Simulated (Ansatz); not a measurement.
Input and output of a zone-centre phonon calculation for NaGa (Cmcm, 4 atoms in the cell) (Ansatz, a program for electronic structure).

Level of theory: LDA (PW92), default PAW files made with PBE (plane waves; Ansatz).

```xyz
4
Lattice="3.0192 -3.3866 0.0000 3.0192 3.3866 0.0000 0.0000 0.0000 4.8831" Properties=species:S:1:pos:R:3 pbc="T T T"
Na     3.0192    -0.9118     1.2208
Na     3.0192     0.9118     3.6623
Ga     3.0192     2.8004     1.2208
Ga     3.0192    -2.8004     3.6623
```

Reference input (self-consistent single point, DFT, LDA (PW92), plane waves, default PAW files made with PBE): basis.ecutwfc = 30.9 Ry; kpoints.mp_grid.grid = 7 7 7; hamiltonian.xc = lda; hamiltonian.pseudopotentials = {kind: paw} (the program's default PAW files); scf.occupations.method = gaussian; scf.occupations.width = 0.0073 Ry. This run's input differs from it in these lines:

Ansatz 0.2 input:
```diff
@@ -11,3 +11,3 @@
 basis:
-  ecutwfc: 30.9 Ry
+  ecutwfc: 15.4 Ry
 kpoints:
@@ -19,6 +19,4 @@
   occupations: { method: gaussian, width: 0.0073 Ry }
-output:
-  forces: true
-  eigenvalues: true
-  stress: true
+phonons:
+  method: dfpt
```

Output, abridged:

```
SCF iter   1: F=—  HF=-10334.046589 eV  |F-HF|=—  |Δ(HF+E_count)|=         —  Δρ=4.67e-2  dr2=7.44e-1  ethr=1.77e-3  ⟨swp⟩=5.1  Hψ=7017  notcnv=0
all-band conjugate gradients solve this SCF's bands
preconditioner: auto → LDOS
SCF iter   2: F=—  HF=-10332.844317 eV  |F-HF|=—  |Δ(HF+E_count)|=    1.20e0  Δρ=6.27e-2  dr2=2.39e0  ethr=1.69e-3  ⟨swp⟩=3.0  Hψ=5107  notcnv=0  defer=37
   [... lines left out ...]
SCF iter   7: F=—  HF=-10330.773793 eV  |F-HF|=—  |Δ(HF+E_count)|=   4.58e-6  Δρ=2.87e-5  dr2=7.61e-7  ethr=3.89e-8  ⟨swp⟩=2.2  Hψ=2086  notcnv=0  defer=37
SCF iter   8: F=—  HF=-10330.773790 eV  |F-HF|=—  |Δ(HF+E_count)|=   2.74e-6  Δρ=1.64e-6  dr2=3.68e-9  ethr=1.73e-9  ⟨swp⟩=2.0  Hψ=2602  notcnv=0  defer=37
SCF iter   9: F=—  HF=-10330.773790 eV  |F-HF|=—  |Δ(HF+E_count)|=  3.51e-10  Δρ=5.64e-7  dr2=2.27e-10  ethr=8.36e-12  ⟨swp⟩=2.0  Hψ=1974  notcnv=0  defer=37
SCF iter  10: F=-10330.773790 eV  HF=-10330.773790 eV  |F-HF|=5.46e-12  |Δ(HF+E_count)|=  9.28e-11  Δρ=1.15e-7  dr2=7.68e-12  ethr=1.00e-12  ⟨swp⟩=5.5  Hψ=7857  notcnv=0
SCF 1 converged in 10 iterations: F = -10330.773790 eV  dr2 = 7.68e-12
DFPT response loops at Γ: preconditioner auto → Kerker (q_TF=auto, 2.380 Å⁻¹) (partly filled bands, converged f_vac=0.033) …
Free energy (F): -10330.773790 eV
Internal energy: -10330.761863 eV  (E = F + TS)
E sigma→0 (E₀):  -10330.767827 eV
Entropy (-TS):   -0.011927 eV (-2.982 meV/atom)
Fermi energy:    4.499458 eV
--- Phonons (Γ-DFPT): 6 representative perturbations + reference, on 64 of 343 k-points (Σ response iterations 34) ---
  k mesh reduced under 4 symmetry operations, with k and −k counted as one. Each operation leaves every solved displacement unchanged or reverses it
  ASR residual: 1.965e-4 → 0.000e0 eV/Å²; symmetrization residual: 1.181e-5 eV/Å²
  ASR residual per site (eV/Å²): 1.96e-4 1.96e-4 3.05e-5 3.05e-5
  Γ frequencies (cm⁻¹): 0.00 0.00 0.00 44.07 80.32 113.70 121.39 137.37 141.60 154.01 173.40 190.29
  non-analytic LO–TO correction: not included (Born effective charges unavailable; polar crystals: no LO–TO splitting at Γ)
```

The run converged in 10 iterations. 

Summary of the result:
- Free energy E − TS (on the zero of these files) = -10330.7738 eV
- Fermi level (on the code's own zero) = 4.50 eV
- Zone-centre frequencies (cm⁻¹; negative means imaginary) = 0, 0, 0, 44, 80, 114, 121, 137, 142, 154, 173, 190

The starting cell comes from a database of computed structures (which also holds hypothetical and non-ambient phases and stackings), without a prior relaxation at this level. Its lattice was rescaled by up to half a per cent. The cutoff lies below the one recommended for these files.

Cost on one core of a shared machine: roughly 50 s.
